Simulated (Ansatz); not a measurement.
## Rh, response to strain

The parent structure is Rh in the fcc (Cu type) structure (space group Fm-3m, No. 225; relaxed with 0.1 eV smearing).

```yaml
crystal:
  lattice:
    - [0.00000, 1.87756, 1.87756]
    - [1.87756, 0.00000, 1.87756]
    - [1.87756, 1.87756, 0.00000]
  atoms:
    - { symbol: Rh, position: [0.00000, 0.00000, 0.00000] }
```

Cartesian axes are those of the cell as printed.

Strains are applied to the cell and any free atomic positions relax; under biaxial strain the out-of-plane vector relaxes too.

Level of theory: Kohn–Sham DFT with the LDA functional, run in Ansatz (a first-principles code) with PAW and 420 eV plane waves, scalar-relativistic without spin-orbit coupling.

```tsv
biaxial strain, plane normal [111], relaxed out of plane (%)	out-of-plane strain (%)
-2.5	1.44
-2.08	1.19
-1.67	0.95
-1.25	?
-0.83	0.47
-0.42	0.23
0	0.00
```

### Question
Fit ε⊥ = −νε + γε² (strains in %) to the rows shown and predict the withheld row.

### Answer
Least squares on the printed values gives ν = 0.56 (the biaxial Poisson response) and γ = 0.008 (largest residual 0.00 %); this predicts 0.71 %, and the run gives 0.71 %, in agreement.

Stability against distortions was not tested. The final runs are not spin-polarised.
